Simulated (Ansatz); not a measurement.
Base system: Bi$_{2}$Te$_{3}$ in the Bi2Te3 type structure (space group R-3m, No. 166; a = 4.395 Å, c = 31.384 Å (hexagonal axes)). Axes: x lies along a and z along c of the hexagonal cell.

Structures relaxed with r2SCAN+rVV10 (Ansatz, a quantum-chemistry and plane-wave program, PAW, scalar-relativistic without spin-orbit coupling).

Base:

Simulated powder pattern, Cu Kα1, λ = 1.54056 Å (kinematic, ideal powder, no thermal factors, no anomalous dispersion; the 10 strongest lines at most, above 2 %, up to 2θ = 90°):

```json
[
 {"2θ (°)": "8.45", "I/Imax (%)": "8.8", "hkl": "(003)"},
 {"2θ (°)": "16.94", "I/Imax (%)": "10", "hkl": "(006)"},
 {"2θ (°)": "27.38", "I/Imax (%)": "100", "hkl": "(015)"},
 {"2θ (°)": "37.10", "I/Imax (%)": "38", "hkl": "(1 0 10)"},
 {"2θ (°)": "41.04", "I/Imax (%)": "36", "hkl": "(110)"},
 {"2θ (°)": "50.05", "I/Imax (%)": "19", "hkl": "(205)"},
 {"2θ (°)": "56.51", "I/Imax (%)": "11", "hkl": "(0 2 10)"},
 {"2θ (°)": "61.11", "I/Imax (%)": "13", "hkl": "(1 1 15)"},
 {"2θ (°)": "66.65", "I/Imax (%)": "17", "hkl": "(125)"},
 {"2θ (°)": "72.18", "I/Imax (%)": "11", "hkl": "(2 1 10)"}
]
```

Perturbation: tensor shear ε_xz = +3.67 % (engineering shear γ = 0.0734), atoms relaxed at fixed cell.

**Question.** How do the reflections move or split?

**Answer.** 
Simulated powder pattern, Cu Kα1, λ = 1.54056 Å (kinematic, ideal powder, no thermal factors, no anomalous dispersion; the 10 strongest lines at most, above 2 %, up to 2θ = 90°):

```csv
2θ (°),I/Imax (%),hkl
8.46,29,(003)
16.97,31,(006)
26.63,89,(1 -1 5)
27.40,100,(015)
28.21,97,(1 0 -5)
35.95,31,(1 0 10)
37.15,35,(0 1 -10)
38.35,39,(-1 1 10)
41.07,68,(110)
41.13,30,(2 -1 0)
```

The indices refer to the base's conventional cell; one index is shown for lines that coincide. The space group is now P-1 (No. 2).

The cells carry an imposed strain or load. Stability against distortions was not tested.
